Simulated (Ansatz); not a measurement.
Worked example: self-consistent single point of Mg (P6_3/mmc, 2 atoms in the cell) in Ansatz (a program for electronic structure).

Method of the run: PBE, PAW files (plane waves; Ansatz).

The change in words: lattice scaled by 0.98. Reference geometry:
```
CELL_PARAMETERS angstrom
      3.21167     0.00000     0.00000
     -1.60583     2.78139     0.00000
      0.00000     0.00000     5.20547
ATOMIC_POSITIONS crystal
  Mg 0.33333 0.66667 0.25000
  Mg 0.66667 0.33333 0.75000
```

Reference input (self-consistent single point, DFT, PBE, plane waves, PAW files): kpoints.mp_grid.grid = 12 12 7; hamiltonian.xc = pbe; hamiltonian.pseudopotentials = {kind: paw} (the program's default PAW files); scf.occupations.method = gaussian; scf.occupations.width = 0.1 eV. This run's input differs from it in these lines:

```diff
@@ -3,5 +3,5 @@
   lattice:
-    - [3.211670, 0.000000, 0.000000]
-    - [-1.605835, 2.781388, 0.000000]
-    - [0.000000, 0.000000, 5.205465]
+    - [3.147437, 0.000000, 0.000000]
+    - [-1.573718, 2.725760, 0.000000]
+    - [0.000000, 0.000000, 5.101356]
   atoms:
```

Output, abridged:

```
SCF iter   1: F=—  HF=-3847.608724 eV  |F-HF|=—  |Δ(HF+E_count)|=         —  Δρ=1.36e-2  dr2=1.06e-1  ethr=3.10e-3  ⟨swp⟩=5.2  Hψ=5560  notcnv=0
all-band conjugate gradients solve this SCF's bands
preconditioner: auto → none
SCF iter   2: F=—  HF=-3847.607129 eV  |F-HF|=—  |Δ(HF+E_count)|=   1.59e-3  Δρ=9.82e-3  dr2=5.59e-2  ethr=5.31e-4  ⟨swp⟩=1.2  Hψ=1699  notcnv=0
SCF iter   3: F=—  HF=-3847.595389 eV  |F-HF|=—  |Δ(HF+E_count)|=   1.17e-2  Δρ=1.56e-3  dr2=9.15e-4  ethr=2.79e-4  ⟨swp⟩=2.0  Hψ=1352  notcnv=0
SCF iter   4: F=—  HF=-3847.595452 eV  |F-HF|=—  |Δ(HF+E_count)|=   6.29e-5  Δρ=1.27e-4  dr2=5.44e-6  ethr=4.58e-6  ⟨swp⟩=2.0  Hψ=1253  notcnv=0
SCF iter   5: F=—  HF=-3847.595447 eV  |F-HF|=—  |Δ(HF+E_count)|=   4.83e-6  Δρ=1.23e-5  dr2=1.15e-8  ethr=5.00e-10  ⟨swp⟩=5.2  Hψ=5896  notcnv=0
SCF iter   6: F=-3847.595447 eV  HF=-3847.595447 eV  |F-HF|=1.86e-9  |Δ(HF+E_count)|=   2.95e-8  Δρ=2.28e-6  dr2=7.28e-10  ethr=5.75e-11  ⟨swp⟩=1.9  Hψ=3311  notcnv=0
SCF 1 converged in 6 iterations: F = -3847.595447 eV  dr2 = 7.28e-10
Free energy (F): -3847.595447 eV
Internal energy: -3847.591079 eV  (E = F + TS)
E sigma→0 (E₀):  -3847.593263 eV
Entropy (-TS):   -0.004368 eV (-2.184 meV/atom)
Fermi energy:    5.942266 eV
--- Forces (eV/Å), atoms counted from 1 ---
  atom   1  Mg     0.00000000     0.00000000     0.00000000
  atom   2  Mg     0.00000000    -0.00000000    -0.00000000
--- Stress (GPa, compression-positive) ---
        2.121857      -0.000000       0.000000
       -0.000000       2.121857       0.000000
        0.000000       0.000000       1.245508
  P = ⅓ Tr σ = 1.8297 GPa (18.297 kbar)
  The stress holds the Pulay correction. Without it, at fixed plane waves, as pw.x and ABINIT print it: P = 1.8226 GPa
```

The run converged in 6 iterations. Against the reference run the free energy rises by 5.2 meV/atom and the pressure goes from -0.51 to 1.83 GPa.

The starting cell comes from a database of computed structures (which also holds hypothetical and non-ambient phases and stackings), without a prior relaxation at this level. Its lattice was rescaled by a random factor within 2.5 % of one. For this run, on top of that: lattice scaled by 0.98. Ansatz's pressure includes its estimate of the finite-basis (Pulay) stress.

Keys are those of Ansatz 0.2.
